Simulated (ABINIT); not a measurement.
Worked example: self-consistent single point of Y₃Mg (P1, 4 atoms in the cell) in ABINIT.

Method: LDA (PW92), PAW (JTH v2.0 LDA PAW) (plane waves; ABINIT).

```
CELL_PARAMETERS angstrom
      3.53643     0.00000     0.00000
     -1.76822     3.06264     0.00000
      0.00000     0.00000    11.47128
ATOMIC_POSITIONS crystal
  Y  0.00128 0.00044 0.49829
  Y  0.33598 0.66296 0.24771
  Y  0.33299 0.67469 0.75181
  Mg 0.99642 0.99524 0.00218
```

Reference input (self-consistent single point, DFT, PBEsol, plane waves, PAW (JTH v2.0 PBE PAW, files made for PBE)): pseudos = [Y.GGA_PBE-JTH.xml, Mg.GGA_PBE-JTH.xml]; ecut = 544 eV; pawecutdg = 1088 eV; ixc = -116133; occopt = 3; tsmear = 0.1 eV; ngkpt = 6 6 2; nshiftk = 1; shiftk = 0 0 0; potentials = JTH v2.0 PBE PAW; nband = 29; kptopt = 1. This run's input differs from it in these lines:

```diff
@@ -1,4 +1,4 @@
-# Y3Mg, JTH v2.0 PBE PAW
+# Y3Mg, JTH v2.0 LDA PAW
 pp_dirpath "./"
-pseudos "Y.GGA_PBE-JTH.xml, Mg.GGA_PBE-JTH.xml"
+pseudos "Y.LDA_PW-JTH.xml, Mg.LDA_PW-JTH.xml"
 acell 3*1.0
@@ -19,3 +19,2 @@
 pawecutdg 1088 eV
-ixc -116133
 occopt 3
```

Its files differ too (potentials: JTH v2.0 PBE PAW → JTH v2.0 LDA PAW).

Output (repeated stretches shortened):

```
--- !BeginCycle
solver: {iscf: 17, nstep: 60, nline: 4, wfoptalg: 10, }
tolerances: {tolvrs: 1.00E-11, }
...

     iter   Etot(hartree)      deltaE(h)  residm     nres2
 ETOT  1  -176.51001969712    -1.765E+02 1.166E+01 8.014E+00
 ETOT  2  -180.08320266734    -3.573E+00 4.064E-02 4.023E+00
 ETOT  3  -180.06458895869     1.861E-02 8.938E-03 1.002E+00
 ETOT  4  -180.06203930431     2.550E-03 1.259E-02 2.420E-01
 ETOT  5  -180.06114778960     8.915E-04 1.913E-03 3.212E-02
   [... 8 lines left out ...]
 ETOT 14  -180.06097063737     1.933E-12 1.346E-04 9.451E-10
 ETOT 15  -180.06097063737     3.496E-12 8.607E-05 3.799E-11
 ETOT 16  -180.06097063737     1.052E-12 6.601E-05 1.934E-11
 ETOT 17  -180.06097063737    -2.558E-13 4.614E-05 3.323E-12
 At SCF step   17       nres2   =  3.32E-12 < tolvrs=  1.00E-11 =>converged.

 Cartesian components of stress tensor (hartree/bohr^3)
  sigma(1 1)=  1.03262759E-04  sigma(3 2)=  1.83736106E-06
  sigma(2 2)=  1.06538968E-04  sigma(3 1)= -1.47789522E-06
  sigma(3 3)=  1.36895274E-04  sigma(2 1)= -1.30891943E-07

 ----iterations are completed or convergence reached----

 reduced coordinates (array xred) for    4 atoms
       0.001276000003      0.000442000002      0.498293999998
       0.335985000001      0.662957999997      0.247710000002
       0.332986000002      0.674693999989      0.751810999999
       0.996419000012      0.995240000001      0.002184000002
 cartesian forces (eV/Angstrom) at end:
    1     -0.00407047570666     0.00461821381257     0.05927049668408
   [... lines left out ...]
 Fermi (or HOMO) energy (hartree) =   0.23758   Average Vxc (hartree)=  -0.34636
 Fermi (or HOMO) energy (eV) =   6.46481   Average Vxc (eV)=  -9.42488
   [... lines left out ...]
'-kT*entropy'       : -7.01845408534546E-03
total_energy        : -1.80060970899038E+02
total_energy_eV     : -4.89970819733803E+03
...

-Cartesian components of stress tensor (GPa)         [Pressure= -3.4001E+00 GPa]
- sigma(1 1)=  3.03809474E+00  sigma(3 2)=  5.40570197E-02
- sigma(2 2)=  3.13448412E+00  sigma(3 1)= -4.34811712E-02
- sigma(3 3)=  4.02759734E+00  sigma(2 1)= -3.85097328E-03

 Calculation completed.
```

The run converged in 17 iterations. 

The starting cell comes from a database of computed structures (which also holds hypothetical and non-ambient phases and stackings), without a prior relaxation at this level. Its atoms were displaced at random from the sites of space group no. 187. With a pressure of about -3 GPa the cell is away from its equilibrium volume at this level.

These are the values that this program gave, and no reference: the one-centre exchange-correlation terms come from a truncated expansion.

Cost on one core of a shared machine: roughly 6 min.
